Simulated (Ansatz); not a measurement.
The cell is built on a prototype and need not be the phase stable at ambient conditions.

Tunnelling through a barrier is set by its complex band structure: the current falls as exp(−2κd) with the smallest κ.

Consider the following.

```yaml
crystal:
  lattice:
    - [6.08587, 0.00000, 0.00000]
    - [0.00000, 8.60672, 0.00000]
    - [3.04294, 4.30336, 3.04294]
  atoms:
    - { symbol: Mg, position: [0.75000, 0.62500, 0.50000] }
    - { symbol: Mg, position: [0.25000, 0.12500, 0.00000] }
    - { symbol: Mg, position: [0.75000, 0.12500, 0.00000] }
    - { symbol: Mg, position: [0.25000, 0.12500, 0.50000] }
    - { symbol: Sn, position: [0.50000, 0.75000, 0.00000] }
    - { symbol: Sn, position: [0.00000, 0.50000, 0.00000] }
    - { symbol: O, position: [0.26591, 0.89886, 0.46818] }
    - { symbol: O, position: [0.73409, 0.36705, 0.00000] }
    - { symbol: O, position: [0.26591, 0.36705, 0.00000] }
    - { symbol: O, position: [0.73409, 0.36705, 0.53182] }
    - { symbol: O, position: [0.23409, 0.35114, 0.53182] }
    - { symbol: O, position: [0.76591, 0.88295, 0.00000] }
    - { symbol: O, position: [0.23409, 0.88295, 0.00000] }
    - { symbol: O, position: [0.76591, 0.88295, 0.46818] }
```

Space group of this cell: Fd-3m, spinel. The cell was relaxed by PBE-D3(BJ); by PBEsol its mean pressure is -1.4 GPa.

Transport runs along the normal of the first two printed cell vectors.

The gap is the functional's own. No spin-orbit coupling. Mid-gap values are interpolated on the energy grid.

State the band gap and the smallest decay constant κ at mid-gap according to PBEsol run with Ansatz (an electronic-structure program).

Gap 1.95 eV on a 10×10×10 mesh; κ = 0.180 1/Å, at the zone centre.
